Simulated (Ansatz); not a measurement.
Levels about the gap of amorphous IGZO (In$_{6}$Ga$_{12}$Zn$_{6}$O$_{33}$) (57 atoms in a cell of 737 Å³, 5.51 g/cm³; zone centre alone, so wide bands show as single levels with stretches between that a denser mesh fills), at the geometry that PBE relaxed, where it gives 0.2 GPa on a denser mesh. The participation number counts the atoms over which a state spreads; weights are charges in smoothed Voronoi cells. The levels come from a single point, so bond lengths are those of that geometry. Method of the levels: PBE, scalar-relativistic without spin-orbit coupling (Ansatz, a quantum-chemistry and plane-wave program). Sampling: the zone centre alone; Fermi-Dirac width 0.02 eV; no spin polarisation. At PBE the levels at the filled edge of the gap are localised (band-tail or defect states), and the nearest spread-out levels lie 1.2 eV apart at the zone centre.

It comes from a melt-quench run on a machine-learned potential (CHGNet), relaxed afterwards by DFT. O atoms were pushed apart under 1.9 Å during the dynamics, to hinder bonds among them. The hot cell started wider than the set density and was brought back towards it in steps. It is the lowest in DFT energy of 2 quenches. It is a model cell: composition and starting density were chosen by hand, and all elements were melted together. No dispersion term was used. Its density started from a set value of 5.59 and ended at 5.51 g/cm³. Cooling (nominally 170 K/ps over its main leg) ran many orders faster than in experiment, which tends to leave more defects and strain. One small periodic cell is one sample of the glass; other quenches scatter about these values. Volume and shape were free in the relaxation.

```tsv
E - E(highest filled), eV	filling	participation number	largest on	weight O	weight In	weight Ga	weight Zn
-0.48	filled	22.2	O, 4 neighbours	0.90	0.01	0.03	0.05
-0.42	filled	12.3	O, 3 neighbours	0.88	0.01	0.03	0.08
-0.38	filled	10.5	O, 3 neighbours	0.91	0.02	0.03	0.04
-0.32	filled	21.3	O, 3 neighbours	0.79	0.01	0.02	0.17
-0.28	filled	11.6	O, 3 neighbours	0.87	0.03	0.02	0.08
-0.11	filled	4.9	O, 3 neighbours	0.81	0.01	0.02	0.17
0.00	filled	10.1	O, 4 neighbours	0.78	0.01	0.02	0.19
0.88	empty	47.4	In, 4 neighbours	0.51	0.20	0.19	0.10
3.28	empty	16.8	In, 4 neighbours	0.57	0.32	0.08	0.03
3.66	empty	18.1	In, 5 neighbours	0.57	0.23	0.12	0.08
3.87	empty	24.3	In, 4 neighbours	0.55	0.27	0.14	0.04
4.17	empty	42.4	Ga, 5 neighbours	0.56	0.15	0.20	0.09
4.21	empty	28.6	In, 5 neighbours	0.56	0.19	0.19	0.05
4.45	empty	19.6	In, 5 neighbours	0.55	0.30	0.11	0.04
```

Most localised among these is the filled level at -0.11 eV, on a O atom, which has 3 neighbours (Zn 1.88 Å, Zn 1.91 Å, Zn 1.95 Å).
